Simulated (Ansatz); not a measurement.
A self-consistent single point of FePO4F (P-1, 14 atoms in the cell) with Ansatz (a first-principles code).

Method: PBEsol, default PAW files made with PBE (plane waves; Ansatz).

```
CELL_PARAMETERS angstrom
      5.35930     0.00000     0.00000
     -0.57738     5.33241     0.00000
     -2.52164    -2.50726     6.52236
ATOMIC_POSITIONS crystal
  Fe 0.00000 0.00000 0.00000
  Fe 0.50000 0.50000 0.50000
  P  0.88977 0.56897 0.23811
  P  0.11023 0.43103 0.76189
  O  0.18954 0.73431 0.88998
  O  0.81046 0.26569 0.11002
  O  0.15232 0.26464 0.90191
  O  0.84768 0.73536 0.09809
  O  0.81217 0.34317 0.60446
  O  0.18783 0.65683 0.39554
  O  0.30727 0.36790 0.65297
  O  0.69273 0.63210 0.34703
  F  0.68087 0.84126 0.73590
  F  0.31913 0.15874 0.26410
```
Moments meant for the start (each program seeds them in its own way; μB, in the order of the atoms Fe Fe P P O O O O O O O O F F): 4.0 4.0 0.0 0.0 0.0 0.0 0.0 0.0 0.0 0.0 0.0 0.0 0.0 0.0.

Reference input (self-consistent single point, DFT, PBEsol, plane waves, default PAW files made with PBE): basis.ecutwfc = 30.9 Ry; kpoints.mp_grid.grid = 4 4 3; hamiltonian.xc = pbesol; hamiltonian.pseudopotentials = {kind: paw} (the program's default PAW files); magnetization.spin_polarized = true; scf.occupations.method = gaussian; scf.occupations.width = 0.0147 Ry. This run's input differs from it in these lines:

Ansatz 0.2 input:
```diff
@@ -21,3 +21,3 @@
 basis:
-  ecutwfc: 30.9 Ry
+  ecutwfc: 61.7 Ry
 kpoints:
```

The program printed (abridged):

```
SCF iter   1: F=—  HF=-16481.030296 eV  |F-HF|=—  |Δ(HF+E_count)|=         —  Δρ=1.76e-1 (↑1.49e-1 ↓1.76e-1)  dr2=1.94e2  dr2_m=4.47e0  M=4.563 μB ∫|m|=5.247 μB  β_m=0.30  ethr=3.10e-3  ⟨swp⟩=6.7  Hψ=17185  notcnv=0  defer=148
Mixer restart at iter 1: flushing history
all-band conjugate gradients solve this SCF's bands
preconditioner: auto → Kerker (q_TF=auto, 2.475 Å⁻¹)
   [... lines left out ...]
SCF iter  31: F=—  HF=-16463.805534 eV  |F-HF|=—  |Δ(HF+E_count)|=   2.55e-8  Δρ=1.86e-6 (↑1.86e-6 ↓1.61e-6)  dr2=3.69e-8  dr2_m=1.17e-9  M=0.077 μB ∫|m|=8.110 μB  β_m=0.97  ethr=1.63e-10  ⟨swp⟩=2.5  Hψ=5732  notcnv=0  defer=540
SCF iter  32: F=-16463.805534 eV  HF=-16463.805534 eV  |F-HF|=3.65e-9  |Δ(HF+E_count)|=   1.44e-8  Δρ=9.28e-7 (↑6.88e-7 ↓9.28e-7)  dr2=8.62e-9  dr2_m=1.75e-10  M=0.077 μB ∫|m|=8.110 μB  ethr=3.54e-11  ⟨swp⟩=15.2  Hψ=23170  notcnv=0
SCF 1 converged in 32 iterations: F = -16463.805534 eV  dr2 = 8.62e-9
WARN: the starting moments were not kept: 1 of 2 ended reversed and 1 kept their direction, counting a site from 0.1 μB …
   [... lines left out ...]
Absolute magnetization: 8.1307 μB (∫|ρ↑−ρ↓|, with the PAW one-centre terms)
Free energy (F): -16463.805534 eV
Fermi energy:    2.719761 eV
   [... lines left out ...]
  atom  14  F     -0.20111928     0.29527751    -0.04901577
--- Stress (GPa, compression-positive) ---
       -9.523688       0.855758       1.819070
        0.855757      -8.588134       1.314437
        1.819059       1.314440      -5.827498
  P = ⅓ Tr σ = -7.9798 GPa (-79.798 kbar)
  The stress holds the Pulay correction. Without it, at fixed plane waves, as pw.x and ABINIT print it: P = -8.0026 GPa
```

The run converged in 32 iterations. Against the reference run the free energy falls by 5.7 meV/atom, the pressure stays at -7.98 GPa and the largest force hardly changes (1.312 to 1.313 eV/Å).

The starting cell comes from a database of computed structures (which also holds hypothetical and non-ambient phases and stackings), without a prior relaxation at this level. The magnetic order is the one reached from the typed start; others were not searched systematically. The program warned that a starting moment was not kept. Forces in this geometry exceed 1 eV/Å. Ansatz's pressure includes its estimate of the finite-basis (Pulay) stress.

Cost on one core of a shared machine: roughly 5 min.
